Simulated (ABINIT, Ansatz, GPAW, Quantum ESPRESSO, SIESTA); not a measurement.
## HfCo (Cmcm, 4 atoms in the cell) computed with different codes at matched settings

Self-consistent single point.

```
CELL_PARAMETERS angstrom
      1.55926    -4.62831     0.00000
      1.55926     4.62831     0.00000
      0.00000     0.00000     4.11730
ATOMIC_POSITIONS crystal
  Hf 0.85948 0.14052 0.75000
  Hf 0.14052 0.85948 0.25000
  Co 0.58483 0.41517 0.75000
  Co 0.41517 0.58483 0.25000
```
Moments meant for the start (each program seeds them in its own way; μB, in the order of the atoms Hf Hf Co Co): 0.0 0.0 3.0 3.0.

All programs got the same cell, k-point mesh and kind of occupations, and the same starting moments (in Ansatz's words: kpoints.mp_grid.grid = 6 6 4; magnetization.spin_polarized = true; scf.occupations.method = fermi_dirac; scf.occupations.width = 0.1 eV); potentials, basis and cutoffs are each program's usual ones.

| code | model | pressure (GPa) | largest force (eV/Å) | k-points | cutoff |
|---|---|---|---|---|---|
| SIESTA | GGA PBEsol, numerical atomic orbitals TZP, PseudoDojo PBEsol standard norm-conserving potentials (rewritten from UPF to PSML) | 3.21 | 0.033 | 89 | grid 400 Ry |
| ABINIT | PBEsol, norm-conserving pseudopotentials (PseudoDojo nc-sr-04 PBEsol standard) | 5.55 | 0.016 | 39 | 48 Ha |
| GPAW | PBEsol, GPAW PAW datasets PBEsol (made by gpaw-setup) | 6.41 | 0.019 | 39 | 800 eV |
| Ansatz | PBEsol, PAW files made with PBE | 5.42 | 0.012 | 39 | default |
| Quantum ESPRESSO | PBEsol, PSlibrary ultrasoft (PBE) pseudopotentials | 2.93 | 0.049 | 39 | 55 Ry |

Size of the force on each atom (eV/Å): Sizes of forces hide their directions.

| code | Hf1 | Hf2 | Co3 | Co4 |
|---|---|---|---|---|
| SIESTA | 0.033 | 0.033 | 0.006 | 0.006 |
| ABINIT | 0.000 | 0.000 | 0.016 | 0.016 |
| GPAW | 0.019 | 0.019 | 0.011 | 0.011 |
| Ansatz | 0.006 | 0.006 | 0.012 | 0.012 |
| Quantum ESPRESSO | 0.049 | 0.049 | 0.041 | 0.041 |

The spread over the programs that give each value: pressure within 3.48 GPa; largest force within 0.037 eV/Å.

The starting cell comes from a database of computed structures (which also holds hypothetical and non-ambient phases and stackings), without a prior relaxation at this level. Its lattice was rescaled by a random factor within 2.5 % of one. On Ansatz's run: Spin-orbit coupling is off. The starting moments vanished: the run ended non-magnetic, which need not be the lowest state. The program warned that a starting moment was not kept. In the base run, with a pressure of about 6 GPa the cell is away from its equilibrium volume at this level. Without a gap this mesh is coarse (it stands for a supercell whose shortest vector is 16 Å).

Task: Why do the programs differ, and what cannot be compared?

Result: Differences of this kind can come from the potentials, where these differ, and from what each basis and cutoff leave unconverged. The valence holds different numbers of electrons (SIESTA 58, ABINIT 58, GPAW 42, Ansatz (a first-principles code) 86, Quantum ESPRESSO 42). The zero of total energies and Fermi levels follows the potentials and each program's conventions, so they are not compared here. SIESTA uses small atom-centred bases, whose incompleteness enters pressures, forces and empty levels differently from a plane-wave cutoff. Ansatz's pressure is given at a fixed set of plane waves, as the other plane-wave codes print theirs; with its correction for the finite basis it is 5.52 GPa. The programs reduce the same mesh by symmetry to different extents, which changes the work and not the result. In the pressure, SIESTA (by 2.27) and Quantum ESPRESSO (by 2.55) lie more than 1 GPa from the median of the plane-wave programs.

The shared mesh is coarse (it stands for a supercell whose shortest vector is 16 Å), so the values are not converged in it.

Left out of this page: Elk and FLEUR (not drawn, or without a comparable value).

Keys are those of Ansatz 0.2.
